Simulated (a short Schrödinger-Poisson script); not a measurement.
System: MOS inversion layer, SiO2 on p-type Si(110), at 400 K.

From the gate side: 0.88 nm SiO2; 290 nm Si, acceptors 2.2e18 cm⁻³.

The device is made up for the run: typed textbook-type constants, with dimensions and the other settings drawn at random. SiO2: permittivity 3.9, conduction-band edge (eV) 3.15, gap (eV) 9, electron mass (mₑ) 0.5. Si: permittivity 11.7, conduction-band edge (eV) 0, gap (eV) 1.124, Nv at 300 K (cm⁻³) 3.1e19.

Channel valleys (confinement mass, in-plane density-of-states mass, number): Δ4 0.315, 0.324, 4; Δ2 0.19, 0.417, 2. At the gate the conduction-band edge of layer 1 lies 3.57 eV − eVg above the Fermi level of the channel; the field vanishes at the back. Gaps are held at their typed values at every temperature. Mesh 0.03 nm at interfaces.

Solved with a short Schrödinger-Poisson script written for these runs: 1D Poisson equation in equilibrium, electrons quantum, Hartree (BenDaniel-Duke, 12 states a valley, the channel's in-plane mass for all, wave functions ending at the dielectric), parabolic valleys, classical holes, full ionisation, no traps, pinning or gate leakage.

```tsv
Vg (V)	electrons (cm⁻²)	C (μF/cm²)	Δ4 E0 (meV from the Fermi level)	Δ2 E0 (meV from the Fermi level)
0.5	1.94e9	0.418	323.8	359.2
0.55	6.34e9	0.423	282.8	319.0
0.6	2.05e10	0.458	242.2	279.0
0.65	6.39e10	0.576	202.8	240.3
0.7	1.80e11	0.842	166.9	205.2
0.75	4.21e11	1.22	137.2	176.4
0.8	8.04e11	1.58	114.5	154.6
0.85	1.30e12	1.84	97.4	138.5
0.9	1.88e12	2.02	84.1	126.4
0.95	2.51e12	2.15	73.4	116.9
1	3.19e12	2.25	64.6	109.2
1.05	3.89e12	2.32	57.0	102.7
1.1	4.62e12	2.38	50.4	97.3
1.15	5.37e12	2.43	44.5	92.6
1.2	6.13e12	2.48	39.1	88.4
1.25	6.90e12	2.51	34.2	84.7
1.3	7.69e12	2.55	29.8	81.4
1.35	8.49e12	2.57	25.6	78.3
1.4	9.30e12	2.60	21.7	75.5
```

Gate voltages with under 1e9 electrons/cm² are left out.

At Vg = 1.4 V the lowest Δ4 subband lies at 21.7 meV from the Fermi level. How many electrons does it hold, and what share of all?

The two-dimensional density of states is g m/(πħ²) = 5.41e11 cm⁻² meV⁻¹ (both spins), kT = 34.5 meV, so n = D kT ln(1 + exp(−E/kT)) = 7.98e12 cm⁻², 0.86 of the 9.30e12 cm⁻² in all.

Compare the slope of the sheet density between 1.3 and 1.4 V with the geometric capacitance of the layers between gate and channel.

q Δn/ΔV = 2.58 μF/cm²; ε0/Σ(t/ε) = 3.92 μF/cm². The ratio is 0.66: the channel acts as a further capacitance in series.
